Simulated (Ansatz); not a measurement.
Given:

```
CELL_PARAMETERS angstrom
      3.32187     0.00000     0.00000
     -1.66094     2.87682     0.00000
      0.00000     0.00000    11.36161
ATOMIC_POSITIONS crystal
  Lu 0.00000 0.00000 0.50000
  Lu 0.00000 0.00000 0.00000
  Al 0.66667 0.33333 0.75000
  Al 0.33333 0.66667 0.25000
  O  0.66667 0.33333 0.59090
  O  0.33333 0.66667 0.40910
  O  0.33333 0.66667 0.09090
  O  0.66667 0.33333 0.90910
  O  0.00000 0.00000 0.75000
  O  0.00000 0.00000 0.25000
```

No spin polarisation.

All numbers come from plane-wave PAW DFT at the PBEsol level (Ansatz, a first-principles code, 420 eV), spin-orbit coupling left out. k-mesh 11×11×3 (Γ-centred); smearing 0.05 eV (Fermi–Dirac).

Q: What is the computed smallest direct gap?

A: 3.98 eV.

Q: What is the computed gap character?

A: Indirect, K → Γ.

Load acts through the strain it causes; cell and atoms are relaxed under it. Stability against distortions was not tested. Competing high-pressure phases were not computed. The cell was made from LuAlO3 (space group P6_3/mmc, No. 194; a cell from a computed database, its experimental status unchecked) by this change: pressure 7.5 GPa.
